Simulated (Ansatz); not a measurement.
The starting structures come from a database of crystals and need not be the phases stable at ambient conditions.

The decay constant κ of evanescent states in the gap governs leakage through a thin film.

Input:

```xyz
14
Lattice="7.2876 0.0000 0.0000 0.0000 7.5638 0.0000 0.0000 -3.0055 9.0057" Properties=species:S:1:pos:R:3 pbc="T T T"
Ba     5.4657     2.9382     8.4677
Ba     1.8219     1.6202     0.5380
Ba     5.4657     4.5983     4.0422
Ba     1.8219    -0.0399     4.9635
Ge     5.4657     0.7059     2.6749
Ge     1.8219     3.8525     6.3308
Te     5.4657     2.7039     1.0027
Te     1.8219     1.8545     8.0030
Te     5.4657     1.1175     5.2436
Te     1.8219     3.4409     3.7620
Se     3.6088    -0.7029     2.1627
Se     3.6788     5.2612     6.8430
Se     7.2526     5.2612     6.8430
Se     0.0350    -0.7029     2.1627
```

Space group of this cell: P2_1/m. The cell is taken as given; by PBEsol its mean pressure is -2.2 GPa.

Transport runs along the normal of the first two printed cell vectors.

The gap is the functional's own, uncorrected, and κ follows it; spin-orbit coupling is left out. Mid-gap values are interpolated between the computed energies.

### Question
Predict the band gap and the smallest decay constant κ at mid-gap from PBEsol (Ansatz, a first-principles code).

### Answer
Gap 0.77 eV on a 4×4×4 mesh; κ = 0.120 1/Å, at the zone centre.
